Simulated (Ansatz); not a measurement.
The parent structure is W in the bcc (W type) structure (space group Im-3m, No. 229; a = 3.1688 Å; relaxed with 0.1 eV smearing).

Method: DFT with r2SCAN, PAW potentials and a 500 eV plane-wave cutoff in Ansatz (a quantum-chemistry and plane-wave program), spin-orbit coupling left out.

Strains are applied to the cell and any free atomic positions relax.

One change was made to it. Results:

| quantity | base | after |
|---|---|---|
| energy relative to the base (free energy F) | 0 meV/atom | +61 meV/atom |
| pressure | 0.0 GPa | 21.9 GPa |

Problem. Which change produced these results?
(A) isotropic strain −2.00 %
(B) isotropic strain −1.00 %
(C) isotropic strain −3.00 %

Solution. A, isotropic strain −2.00 %. For comparison, the energy relative to the base in the other runs: isotropic strain −1.00 % gives +15 meV/atom; isotropic strain −3.00 % gives +141 meV/atom.

Stability against distortions was not tested. The final runs are not spin-polarised.
